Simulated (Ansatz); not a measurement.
The starting structures come from a database of crystals and need not be the phases stable at ambient conditions.

 Where the default PAW files enter, the runs use the earlier of Ansatz's two default sets.

Inside the gap of an insulator the Bloch states are evanescent, with a wavenumber k + iκ along the transport direction.

Data:

```
Ba2CdB2O6
1.0
    5.40450     0.00000     0.00000
    2.70225     4.90201     0.00000
    0.00000     3.17156     5.97754
Ba Cd B O
2 1 2 6
Cartesian
  5.40450   3.04418   1.85561
  2.70225   5.02940   4.12193
  0.00000   0.00000   0.00000
  2.70225   1.35025   1.42325
  5.40450   6.72332   4.55428
  6.61143   5.55794   1.62410
  1.49532   2.51563   4.35344
  3.90918   2.51563   4.35344
  4.19757   5.55794   1.62410
  2.70225   2.68486   1.03722
  5.40450   5.38871   4.94031
```

Space group of this cell: C2/m. The cell is taken as given; by r2SCAN its mean pressure is -4.9 GPa.

Transport runs along the normal of the first two printed cell vectors.

No gap correction and no spin-orbit coupling; mid-gap values are interpolated between computed energies.

Question: Compute, with Ansatz (a program for electronic structure) with r2SCAN, the band gap and the smallest decay constant κ at mid-gap.

Answer: Gap 3.66 eV on a 8×8×6 mesh; κ = 0.351 1/Å, at the zone centre.
